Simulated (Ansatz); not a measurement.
Worked example: self-consistent single point of the (001) slab of Ta2N (cut from a parent of space group no. 164; 6 atoms in the cell) in Ansatz (a quantum-chemistry and plane-wave program).

Method: PBE (plane waves, PAW; Ansatz).

The change in words: vacuum of 3 angstrom (first run: 14 Å). Reference geometry:
```xyz
6
Lattice="3.1222 0.0000 0.0000 -1.5611 2.7039 0.0000 0.0000 0.0000 21.3727" Properties=species:S:1:pos:R:3 pbc="T T T"
Ta     1.5611     0.9013     7.0000
Ta     0.0000     1.8026     9.4882
N      0.0000     0.0000     8.2441
Ta     1.5611     0.9013    11.8845
Ta     0.0000     1.8026    14.3727
N      0.0000     0.0000    13.1286
```

Reference input (self-consistent single point, DFT, PBE, plane waves, default PAW files): basis.ecutwfc = 30.9 Ry; kpoints.mp_grid.grid = 11 11 1; hamiltonian.xc = pbe; hamiltonian.pseudopotentials = {kind: paw} (the program's default PAW files); scf.occupations.method = fermi_dirac; scf.occupations.width = 0.0073 Ry. This run's input differs from it in these lines:

Ansatz 0.2 input:
```diff
@@ -4,10 +4,10 @@
     - [-1.561099, 2.703903, 0.000000]
-    - [0.000000, 0.000000, 21.372684]
+    - [0.000000, 0.000000, 10.372678]
   atoms:
-    - { symbol: Ta, position: [0.666667, 0.333333, 0.327521] }
-    - { symbol: Ta, position: [0.333333, 0.666667, 0.443940] }
-    - { symbol: N, position: [0.000000, 0.000000, 0.385730] }
-    - { symbol: Ta, position: [0.666667, 0.333333, 0.556060] }
-    - { symbol: Ta, position: [0.333333, 0.666667, 0.672479] }
-    - { symbol: N, position: [0.000000, 0.000000, 0.614270] }
+    - { symbol: Ta, position: [0.666667, 0.333333, 0.144611] }
+    - { symbol: Ta, position: [0.333333, 0.666667, 0.384490] }
+    - { symbol: N, position: [0.000000, 0.000000, 0.264549] }
+    - { symbol: Ta, position: [0.666667, 0.333333, 0.615510] }
+    - { symbol: Ta, position: [0.333333, 0.666667, 0.855389] }
+    - { symbol: N, position: [0.000000, 0.000000, 0.735451] }
 basis:
```

The program printed (abridged):

```
SCF iter   1: F=—  HF=-40501.054520 eV  |F-HF|=—  |Δ(HF+E_count)|=         —  Δρ=7.06e-3  dr2=3.32e-1  ethr=1.77e-3  ⟨swp⟩=5.2  Hψ=2395  notcnv=0
all-band conjugate gradients solve this SCF's bands
preconditioner: auto → Kerker (q_TF=auto, 2.576 Å⁻¹)
SCF iter   2: F=—  HF=-40501.039696 eV  |F-HF|=—  |Δ(HF+E_count)|=   1.48e-2  Δρ=3.61e-3  dr2=6.06e-2  ethr=5.35e-4  ⟨swp⟩=1.0  Hψ=736  notcnv=0
   [... lines left out ...]
SCF iter   5: F=—  HF=-40501.035651 eV  |F-HF|=—  |Δ(HF+E_count)|=   6.09e-5  Δρ=1.96e-4  dr2=5.75e-5  ethr=7.36e-7  ⟨swp⟩=2.0  Hψ=809  notcnv=0
SCF iter   6: F=—  HF=-40501.035624 eV  |F-HF|=—  |Δ(HF+E_count)|=   2.69e-5  Δρ=4.31e-5  dr2=8.84e-6  ethr=9.28e-8  ⟨swp⟩=2.3  Hψ=818  notcnv=0
SCF iter   7: F=—  HF=-40501.035624 eV  |F-HF|=—  |Δ(HF+E_count)|=   5.10e-7  Δρ=1.10e-5  dr2=2.49e-7  ethr=1.43e-8  ⟨swp⟩=1.3  Hψ=627  notcnv=0
SCF iter   8: F=-40501.035623 eV  HF=-40501.035623 eV  |F-HF|=3.93e-9  |Δ(HF+E_count)|=   5.18e-8  Δρ=2.46e-6  dr2=7.59e-9  ethr=1.61e-10  ⟨swp⟩=6.7  Hψ=2376  notcnv=0
SCF 1 converged in 8 iterations: F = -40501.035623 eV  dr2 = 7.59e-9
Free energy (F): -40501.035623 eV
Internal energy: -40500.957553 eV  (E = F + TS)
E sigma→0 (E₀):  -40500.996588 eV
Entropy (-TS):   -0.078070 eV (-13.012 meV/atom)
Fermi energy:    18.020125 eV
--- Forces (eV/Å), atoms counted from 1 ---
  atom   1  Ta    -0.00000000     0.00000000    -1.65171967
  atom   2  Ta    -0.00000000    -0.00000000    -0.09527345
  atom   3  N     -0.00000000    -0.00000000    -0.05149861
  atom   4  Ta     0.00000000     0.00000000     0.09527345
  atom   5  Ta     0.00000000    -0.00000000     1.65171967
  atom   6  N      0.00000000     0.00000000     0.05149861
--- Stress (GPa, compression-positive) ---
       -7.918401      -0.000000       0.000000
       -0.000000      -7.918401       0.000000
        0.000000       0.000000     -15.800263
  P = ⅓ Tr σ = -10.5457 GPa (-105.457 kbar)
  The stress holds the Pulay correction. Without it, at fixed plane waves, as pw.x and ABINIT print it: P = -10.8028 GPa
```

The run converged in 8 iterations. Against the reference run the free energy goes down by 385 meV/atom and the largest force goes from 0.491 to 1.652 eV/Å.

The starting cell comes from a database of computed structures (which also holds hypothetical and non-ambient phases and stackings), without a prior relaxation at this level. The slab is cut from that crystal, and its faces are unrelaxed. Its lattice was rescaled by up to half a per cent. Spin polarisation is off. Forces in this geometry exceed 1 eV/Å.
